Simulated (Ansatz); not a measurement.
Base system: NaF in the rock salt structure (space group Fm-3m, No. 225).

```
CELL_PARAMETERS angstrom
      0.00000     2.31454     2.31454
      2.31454     0.00000     2.31454
      2.31454     2.31454     0.00000
ATOMIC_POSITIONS crystal
  Na 0.00000 0.00000 0.00000
  F  0.50000 0.50000 0.50000
```

Cartesian axes are those of the cell as printed.

Level of theory: Ansatz (a quantum-chemistry and plane-wave program) PBEsol, no spin-orbit coupling.

Base values:

| Item | Value |
|---|---|
| Valence-band top at Γ | 0.00, 0.00, 0.00 eV |
| Band gap | 6.20 eV |
| Shortest interatomic distance | 2.315 Å |
| Gap character | direct at Γ |
| Pressure | 0.00 GPa |

One thing is altered: compressive biaxial strain of 3.00 % in the plane normal to [001], as in epitaxy on a mismatched substrate; the out-of-plane cell vector and the atoms relax.

Q: Predict the new valence-band top at Γ.

A: The valence-band top at Γ (three highest levels, from the VBM) changes from 0.00, 0.00, 0.00 eV to 0.00, 0.00, -0.01 eV.

Q: What happens to the band gap?

A: The band gap increases by 0.246 eV, from 6.20 eV to 6.44 eV.

Q: How does this affect the shortest interatomic distance?

A: The shortest interatomic distance decreases by 0.0694 Å (2.315 Å → 2.245 Å).

Q: What happens to the gap character?

A: The gap character is still direct at Γ.

Q: What does the calculation give for the pressure after the change?

A: The pressure (mean of the normal stresses, compression positive) goes from zero to 2.81 GPa.

Stability against distortions was not tested. k-point labels follow each cell's own Brillouin zone.
